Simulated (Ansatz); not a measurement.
For AlAs (model structure, started from the PtS type, P4₂/mmc, No. 131, 4 atoms in the cell), PBE (plane waves, PAW; Ansatz, a first-principles code) gives:

- lattice constant a: 3.843 Å
- c axis length: 6.602 Å

### Question
What does PBE-D3(BJ) in Ansatz (plane waves, PAW) give for the same quantities?

### Answer

- lattice constant a: 3.642 Å (drops by 5.2 %)
- lattice parameter c: 6.873 Å (goes up by 4.1 %)

Changes are worked out from the printed values.

Unless a cell is named, each level is at its own relaxed cell (PBE 24.38, PBE-D3(BJ) 22.79 Å³/atom).

Ansatz's density-functional and Hartree–Fock values are scalar-relativistic unless marked +SOC, with PAW data made under PBE.

A model structure was made by putting elements into a prototype or built by hand; it is no filed structure, need not be a known phase, and can be a saddle point held by its symmetry.
